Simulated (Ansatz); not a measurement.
Results of revPBE in Ansatz (PAW) for cubic perovskite KZnF₃.

Run with plane-wave cutoff 520 eV, 8×8×8 k mesh, Fermi–Dirac smearing 0.01 eV, scalar-relativistic PAW data made under PBE.

Response to compression and expansion:

| V (Å³/atom) | P (GPa) | direct gap at Γ (eV) | smallest gap on the k mesh (eV) |
|---|---|---|---|
| 13.837 | 4.33 | 5.506 | 3.909 |
| 14.131 | 2.72 | 5.338 | 3.855 |
| 14.425 | 1.28 | 5.177 | 3.802 |
| 14.720 | 0.00 | 5.022 | 3.749 |
| 15.014 | -1.15 | 4.874 | 3.698 |
| 15.309 | -2.17 | 4.731 | 3.647 |
| 15.603 | -3.08 | 4.594 | 3.596 |

The fundamental gap (3.75 eV at the equilibrium volume, with added k points) lies elsewhere than Γ–Γ.

Note: the cell is over a tenth larger than the published one: the level's own overestimate first of all, though another phase or state, or a fault of the published cell, is possible.

Ansatz is a quantum-chemistry and plane-wave program.
